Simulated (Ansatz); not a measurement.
B6As, pressure series

The reference is B$_{6}$As (space group R-3m, No. 166; a cell from a computed database, its experimental status unchecked).

```yaml
crystal:
  lattice:
    - [3.06136, 1.76748, 3.94798]
    - [-3.06136, 1.76748, 3.94798]
    - [0.00000, -3.53495, 3.94798]
  atoms:
    - { symbol: B, position: [0.01567, 0.01567, 0.32467] }
    - { symbol: B, position: [0.98433, 0.98433, 0.67533] }
    - { symbol: B, position: [0.32467, 0.01567, 0.01567] }
    - { symbol: B, position: [0.67533, 0.98433, 0.98433] }
    - { symbol: B, position: [0.01567, 0.32467, 0.01567] }
    - { symbol: B, position: [0.98433, 0.67533, 0.98433] }
    - { symbol: B, position: [0.82179, 0.27260, 0.82179] }
    - { symbol: B, position: [0.17821, 0.72740, 0.17821] }
    - { symbol: B, position: [0.82179, 0.82179, 0.27260] }
    - { symbol: B, position: [0.17821, 0.17821, 0.72740] }
    - { symbol: B, position: [0.27260, 0.82179, 0.82179] }
    - { symbol: B, position: [0.72740, 0.17821, 0.17821] }
    - { symbol: As, position: [0.60080, 0.60080, 0.60080] }
    - { symbol: As, position: [0.39920, 0.39920, 0.39920] }
```

Cell and atoms are relaxed at each pressure.

All numbers come from PBEsol (Ansatz, a first-principles code; PAW; 420 eV plane waves; no spin-orbit coupling).

| variant | c/a ratio | band gap | volume per atom |
|---|---|---|---|
| base | 1.934 | 2.62 eV | 9.16 Å³ |
| pressure −2 GPa | 1.937 | 2.61 eV | 9.25 Å³ |
| pressure −1 GPa | 1.936 | 2.62 eV | 9.20 Å³ |
| pressure 0.3 GPa | 1.934 | 2.62 eV | 9.14 Å³ |
| pressure 0.7 GPa | 1.934 | 2.62 eV | 9.12 Å³ |
| pressure 1.5 GPa | 1.933 | 2.62 eV | 9.08 Å³ |
| pressure 3 GPa | 1.931 | 2.62 eV | 9.01 Å³ |
| pressure 5 GPa | 1.929 | 2.62 eV | (withheld) |
| pressure 7.5 GPa | 1.926 | 2.61 eV | 8.82 Å³ |
| pressure 10 GPa | (withheld) | 2.61 eV | 8.72 Å³ |

**Question.** Fill in the withheld entries from the trend.

**Answer.** 
- pressure 5 GPa, volume per atom: 8.93 Å³
- pressure 10 GPa, c/a ratio: 1.923

Load acts through the strain it causes; cell and atoms are relaxed under it. No phonon test of stability was made. Competing high-pressure phases were not computed.
